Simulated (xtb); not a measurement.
xtb 6.7.1, GFN1-xTB: c1ccc2cc(-c3ccc(-c4cc5cc6sccc6cc5s4)[se]3)ccc2c1, 41 atoms. The geometry is a generated start, not checked to be a minimum at this level.

* **method**: GFN1-xTB
* **--acc**: 1 (default)
* **--etemp (K)**: 300 (default)
* **detailed input (--input)**: none: ANC optimiser, Lindh (1995) Hessian, microcycle=20, maxdispl=1.0, hlow=0.01 (default)
* **basis functions**: 154
* **valence electrons**: 128

The structure is relaxed from this start with --opt LEVEL for the levels crude, sloppy, loose, lax, normal, tight, vtight, extreme, once each. Up to the end of the extreme run atoms move by at most 1.9 Å along an axis.

Q: What is the loosest level that ends within 5 meV of the extreme run, and how many cycles does it take?

A: tight: 89 cycles against 185, ending 2.4 meV above.

```tsv
level	cycles	energy above the extreme run (meV)	gradient norm (eV/Å)
crude	9	44	0.20
sloppy	15	24	0.15
loose	17	21	0.097
lax	22	16	0.053
normal	42	6.6	0.030
tight	89	2.4	0.0078
vtight	94	2.3	0.0073
extreme	185	—	0.0046
```
